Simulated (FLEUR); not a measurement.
Band structure of SrMg₂ (Fd-3m, 6 atoms in the cell).

```yaml
crystal:
  lattice:
    - [0.00000, 4.54476, 4.54476]
    - [4.54476, 0.00000, 4.54476]
    - [4.54476, 4.54476, 0.00000]
  atoms:
    - { symbol: Sr, position: [0.50000, 0.50000, 0.50000] }
    - { symbol: Sr, position: [0.75000, 0.75000, 0.75000] }
    - { symbol: Mg, position: [0.12500, 0.12500, 0.62500] }
    - { symbol: Mg, position: [0.12500, 0.62500, 0.12500] }
    - { symbol: Mg, position: [0.12500, 0.12500, 0.12500] }
    - { symbol: Mg, position: [0.62500, 0.12500, 0.12500] }
```

Computed with FLEUR with PBEsol, all-electron FLAPW (FLEUR), scalar-relativistic valence.

Settings: Kmax = 3.8 1/bohr; GmaxXC = 11.4 1/bohr; xcFunctional = PBEs; jspins = 1; l_soc = F; mode = hist; fermiSmearingEnergy = 0.00183747 Htr; mesh (inpgen div1-3) = 4 4 4; inpgen gamma flag = true; Gmax = 11.4 1/bohr; numbands = 0; maxIterBroyd = 99; imix = Anderson; alpha = 0.05.

The starting cell comes from a database of computed structures (which also holds hypothetical and non-ambient phases and stackings), without a prior relaxation at this level. Values depend on the basis (sphere radii, cutoffs, local orbitals), which need not be converged.

Levels in eV from the Fermi level, bands 27 to 34:
```
point     27     28     29     30     31     32     33     34
-----  -----  -----  -----  -----  -----  -----  -----  -----
Γ      -0.58  -0.58  -0.58  -0.55  -0.55  -0.55  -0.17  -0.17
X      -1.63  -1.63  -1.60  -1.60   1.39   1.39   1.75   1.75
W      -2.48  -2.48  -0.10  -0.10   0.26   0.26   1.63   1.63
K      -2.72  -1.59  -1.31  -0.05   0.68   0.94   1.06   1.72
L      -1.43  -1.43  -1.19  -0.09  -0.09   0.55   1.04   1.04
U      -2.72  -1.59  -1.31  -0.05   0.68   0.94   1.06   1.72
```
